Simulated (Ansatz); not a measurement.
**Short convergence ladders for MnBe₃ (P4mm, 4 atoms in the cell)**

```xyz
4
Lattice="3.2355 0.0000 0.0000 0.0000 3.2355 0.0000 0.0000 0.0000 3.2355" Properties=species:S:1:pos:R:3 pbc="T T T"
Be     0.0500     1.6177     1.6177
Be     1.6177     0.0000     1.6177
Be     1.6177     1.6177     0.0000
Mn     0.0000     0.0000     0.0000
```
Moments meant for the start (each program seeds them in its own way; μB, in the order of the atoms Be Be Be Mn): 0.0 0.0 0.0 4.0.

Base method: LDA (PW92), default PAW files made with PBE (plane waves; Ansatz, a first-principles code).

Base settings: basis.ecutwfc = 420 eV; kpoints.mp_grid.grid = 10 10 10; hamiltonian.xc = lda; hamiltonian.pseudopotentials = {kind: paw} (the program's default PAW files); magnetization.spin_polarized = true; scf.occupations.method = gaussian; scf.occupations.width = 0.1 eV.

The count of work is k-points × plane waves × bands × iterations; it is no time. Core times come from one kind of shared machine, to one figure; runs under 30 s give none.

**The k-point mesh at a smearing width of 0.02 eV**

In this ladder: scf.occupations.width = 0.02 eV.

Only quantities that move along the ladder and can be compared are tabulated.

| kpoints.mp_grid.grid | free energy less the last step's (meV/atom) | pressure (GPa) | net moment (μB/atom) | count of work / last | core time / last (rough) |
|---|---|---|---|---|---|
| 4 4 4 | 0.68 | -6.67 | 0.266 | 0.014 | – |
| 6 6 6 | -3.62 | -7.49 | 0.227 | 0.037 | – |
| 9 9 9 | 0.48 | -7.72 | 0.202 | 0.069 | – |
| 13 13 13 | 0.27 | -7.51 | 0.216 | 0.17 | 0.2 |
| 20 20 20 | 0.00 | -7.56 | 0.219 | 0.61 | 0.8 |
| 24 24 24 | 0.00 | -7.57 | 0.216 | 1.0 | 1 |

Coarsest kpoints.mp_grid.grid that holds the free energy within 2 meV/atom of the last step, with all finer ones: 9 9 9, at 0.069 of the last step's count of work; the step before is off by 3.6 meV/atom.

Coarsest kpoints.mp_grid.grid that holds the net moment within 0.02 μB/atom of the last step, with all finer ones: 6 6 6, at 0.037 of the last step's count of work; the step before is off by 0.049 μB/atom.

Coarsest kpoints.mp_grid.grid that holds the pressure within 0.1 GPa of the last step, with all finer ones: 13 13 13, at 0.17 of the last step's count of work and about 0.2 of the last step's time; the step before is off by 0.15 GPa.

**The width of Fermi-Dirac smearing**

In this ladder: kpoints.mp_grid.grid = 16 16 16; scf.occupations.method = fermi_dirac.

Narrow widths need finer meshes than wide ones, so the last steps can hold mesh noise.

Only quantities that move along the ladder and can be compared are tabulated; pressure and forces are left out, as mesh noise rules them at narrow widths.

The magnetic state is not the same in all runs (site moments differ, or a search went on to a lower state), so steps between rows are not convergence errors alone.

| scf.occupations.width | free energy less the last step's (meV/atom) | energy extrapolated to zero width less the last step's (meV/atom) | net moment (μB/atom) | core time / last (rough) |
|---|---|---|---|---|
| 1 eV | -786.68 | -39.54 | 0.000 | 1 |
| 0.5 eV | -198.87 | -4.48 | 0.000 | 1 |
| 0.3 eV | -67.19 | 1.90 | 0.000 | 1 |
| 0.1 eV | 0.00 | 0.00 | 0.194 | 1 |

Widest scf.occupations.width that holds the free energy within 5 meV/atom: not settled: the last two steps still differ by 67 meV/atom, over half the tolerance, so the ladder does not show it.

Widest scf.occupations.width that holds the energy extrapolated to zero width within 1 meV/atom: not settled: the last two steps still differ by 1.9 meV/atom, over half the tolerance, so the ladder does not show it.

Widest scf.occupations.width that holds the net moment within 0.05 μB/atom: not settled: the last two steps still differ by 0.19 μB/atom, over half the tolerance, so the ladder does not show it.

On the base run: the starting cell comes from a database of computed structures (which also holds hypothetical and non-ambient phases and stackings), without a prior relaxation at this level. Its lattice was rescaled by up to half a per cent. One atom was moved a little off its site on purpose. The moments shrank to a small part of their start, a low-spin state that need not be the lowest. In the base run, with a pressure of about -8 GPa the cell is away from its equilibrium volume at this level. Ansatz's pressure includes its estimate of the finite-basis (Pulay) stress.

Left out of this page: 2 runs of the series outside the window shown, repeating another row's setting, or not comparable.

Keys are those of Ansatz 0.2.
